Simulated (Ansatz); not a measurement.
**PbTe (model structure, started from the litharge type, P4/nmm, No. 129, 4 atoms in the cell): bulk modulus B0 by level of theory**

No measured value is used here.

| level (code) | value (GPa) | cell (Å³/atom) |
|---|---|---|
| LDA (Ansatz) | [?] | 30.25 |
| PBEsol (Ansatz) | 24.9 | 31.24 |
| r²SCAN (Ansatz) | 18.8 | 35.02 |

**Question.** Complete the blanks.

**Answer.** 
- LDA (Ansatz, a first-principles code), value (GPa): 28.2

Density-functional levels without +SOC have no spin–orbit coupling. LDA, PBEsol, r²SCAN: the bulk modulus is −V dP/dV from two relaxed cells at ±2 % in volume. Each level is taken at its own relaxed cell. Cutoffs differ between the levels. Ansatz's density-functional and Hartree–Fock values are scalar-relativistic unless marked +SOC, with PAW data made under PBE.

A model structure was made by putting elements into a prototype or built by hand; it is no filed structure, need not be a known phase, and can be a saddle point held by its symmetry.
